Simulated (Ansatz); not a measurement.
Start from ZnCu in the CsCl type structure (space group Pm-3m, No. 221; a = 2.964 Å; relaxed with 0.1 eV smearing). Axes: x, y, z lie along the cube axes.

Method: PBE (Ansatz, a program for electronic structure), spin-orbit coupling left out.

The change: an isotropic linear strain of +2.50 %; the atoms relax in the strained cell.

Problem. Predict the stress tensor and what it implies for the stiffness.

Solution. Stress of the strained cell less that of the base (GPa, compression positive):
```
   -7.0     0.0     0.0
    0.0    -7.0     0.0
    0.0     0.0    -7.0
```

Then B = −ΔP/(ΔV/V₀) with ΔV/V₀ = 0.0769 gives secant stiffness values (nonlinear terms included at this strain): B ≈ 92 GPa.

As a check, the harmonic strain energy −½ V₀ Δσ:ε is 21 meV/atom; the computed energy rise is 24 meV/atom.

Whether these cells are dynamically stable was not tested. All final runs are without spin polarisation.
